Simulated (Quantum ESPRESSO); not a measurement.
A relaxation of the atoms of Sb2O3 (P1, 10 atoms in the cell) with Quantum ESPRESSO.

Level of theory: PBEsol, GBRV 1.5 ultrasoft (PBESOL) pseudopotentials (plane waves; Quantum ESPRESSO).

This input was run:

```fortran
&CONTROL
  calculation = 'relax'
  prefix = 'pwscf'
  outdir = './tmp'
  pseudo_dir = './'
  forc_conv_thr = 1.2e-03
/
&SYSTEM
  ibrav = 0
  nat = 10
  ntyp = 2
  ecutwfc = 40
  ecutrho = 200
  occupations = 'smearing'
  smearing = 'gauss'
  degauss = 0.0036749
/
&ELECTRONS
  conv_thr = 7.3e-05
  mixing_beta = 0.7
/
&IONS
/
ATOMIC_SPECIES
Sb   121.7600  sb_pbesol_v1.4.uspp.F.UPF
O     15.9990  o_pbesol_v1.2.uspp.F.UPF
ATOMIC_POSITIONS {angstrom}
Sb    1.73206016    4.85315164    2.60331607
Sb    1.64180211    8.48362475    2.63728214
Sb    0.01068016    1.83134993    1.33054733
Sb    0.02690835   11.39571217    1.43333196
O    -0.11755550    8.90181590    1.52595901
O     0.08641735    4.29844810    1.62909822
O     1.79116663   10.86220555    2.48145322
O     1.66099218    2.42773057    2.46966784
O    -0.00719502    0.07572224    2.26671754
O     1.56052694    6.59855915    1.76857266
K_POINTS {automatic}
4 1 4  0 0 0
CELL_PARAMETERS {angstrom}
   3.35432000     0.00000000     0.00000000
   0.00000000    13.27296000     0.00000000
   0.00000000     0.00000000     4.02919000
```

Log, with long lists cut:

```
     Self-consistent Calculation

     iteration #  1     ecut=    40.00 Ry     beta= 0.70

     total energy              =    -930.28733149 Ry
     estimated scf accuracy    <       3.18758949 Ry

     iteration #  2     ecut=    40.00 Ry     beta= 0.70

     total energy              =    -929.91856749 Ry
     estimated scf accuracy    <       6.57694452 Ry

     iteration #  3     ecut=    40.00 Ry     beta= 0.70

     total energy              =    -929.88636851 Ry
     estimated scf accuracy    <      15.91830685 Ry

   [... 5 blocks of this kind left out ...]

     iteration #  9     ecut=    40.00 Ry     beta= 0.70

     total energy              =    -931.68400007 Ry
     estimated scf accuracy    <       0.00097432 Ry

     iteration # 10     ecut=    40.00 Ry     beta= 0.70
     End of self-consistent calculation

     the Fermi energy is     7.7655 ev

!    total energy              =    -931.68409899 Ry
     estimated scf accuracy    <       0.00006214 Ry
     smearing contrib. (-TS)   =      -0.00000000 Ry
     internal energy E=F+TS    =    -931.68409899 Ry

     convergence has been achieved in  10 iterations

     Forces acting on atoms (cartesian axes, Ry/au):

     atom    1 type  1   force =     0.01218471   -0.02038306    0.06118268
     atom    2 type  1   force =    -0.02831769   -0.08531329    0.00171596
     atom    3 type  1   force =    -0.00437623    0.02823120    0.02503582
     atom    4 type  1   force =     0.02760315    0.07576354   -0.01342302
     atom    5 type  2   force =     0.04638166    0.02405962   -0.01103268
   [... lines left out ...]
     Total force =     0.203231     Total SCF correction =     0.033682
     the Fermi energy is     7.6322 ev
!    total energy              =    -931.72322668 Ry
     Total force =     0.002253     Total SCF correction =     0.001950
     bfgs converged in  21 scf cycles and  20 bfgs steps
     Final energy             =    -931.7232266804 Ry
   [... lines left out ...]
O                0.0041524263        4.2924785160        1.5801781119
O                1.6712931050       10.9261362571        2.4473019866
O                1.6805566552        2.3455552512        2.4440277716
O                0.0054306498        0.0038650684        2.2432394312
O                1.6796710325        6.6337101969        1.7897432400
End final coordinates

   JOB DONE.
```

The run converged.  The full log also holds: “SCF correction compared to forces is large: reduce conv_thr to get better values”.

Summary of the result:
- Free energy E − TS = -12676.7403 eV
- Top of the valence band (on the code's own zero) = 7.19 eV
- Gap on the k-point mesh = 1.48 eV
- Largest force (vector length) = 0.026 eV/Å
- Relaxation steps = 20

The starting cell comes from a database of computed structures (which also holds hypothetical and non-ambient phases and stackings), without a prior relaxation at this level. Its atoms were displaced at random from the sites of space group no. 59. For this run, on top of that: atoms moved at random. Spin-orbit coupling is off.

Cost on one core of a shared machine: roughly 10 min.
